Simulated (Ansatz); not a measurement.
**What tensor shear ε_xz = +0.57 % does to HfS2**

Consider HfS$_{2}$ in the CdI2 type structure (space group P-3m1, No. 164; a = 3.547 Å, c = 5.577 Å; layered, stacked along the Cartesian z axis). Axes: x lies along a and z along c of the hexagonal cell.

It is then changed as follows: tensor shear ε_xz = +0.57 % (engineering shear γ = 0.0114); the atoms relax in the strained cell.

Calculations: Ansatz (a first-principles code) PBEsol-D3(BJ), without spin-orbit coupling. Settings: 11×11×6 k-points, 0.05 eV Fermi–Dirac smearing.

```json
[
 {"quantity": "space group", "base": "P-3m1 (No. 164)", "changed": "P-1 (No. 2)", "shift": "–"},
 {"quantity": "shortest interatomic distance", "base": "2.516 Å", "changed": "2.515 Å", "shift": "-0.001 Å"},
 {"quantity": "energy relative to the base (free energy F)", "base": "0 meV/atom", "changed": "+0.2 meV/atom", "shift": "+0.2 meV/atom"},
 {"quantity": "pressure (mean of the normal stresses, compression positive)", "base": "0.01 GPa", "changed": "0.01 GPa", "shift": "0.00 GPa"},
 {"quantity": "band gap", "base": "0.45 eV", "changed": "0.44 eV", "shift": "-0.01 eV"},
 {"quantity": "gap character", "base": "–", "changed": "indirect, Γ → R₂", "shift": "–"},
 {"quantity": "smallest direct gap", "base": "1.50 eV", "changed": "1.49 eV", "shift": "-0.01 eV"},
 {"quantity": "valence-band top at Γ (three highest levels, from the VBM)", "base": "0.00, -0.29, -0.29 eV", "changed": "0.00, -0.27, -0.31 eV", "shift": "–"},
 {"quantity": "valley order (the lowest conduction-band minima on the path, energy above the VBM, named in the base's zone)", "base": "–", "changed": "L (1/2, 1/2, 1/2) 0.44 eV; L (0, 1/2, 1/2) 0.44 eV; L (1/2, 0, 1/2) 0.45 eV; M (1/2, 1/2, 0) 0.62 eV", "shift": "–"},
 {"quantity": "largest internal atomic displacement", "base": "–", "changed": "0.016 Å", "shift": "–"},
 {"quantity": "stress (xx, yy, zz, yz, xz, xy; compression positive)", "base": "–", "changed": "(0.01, 0.01, 0.01, 0.01, -0.21, -0.06) GPa", "shift": "–"}
]
```

With Hf present, leaving out spin-orbit coupling can change the band edges. No phonon test of stability was made. k-point labels follow each cell's own Brillouin zone.
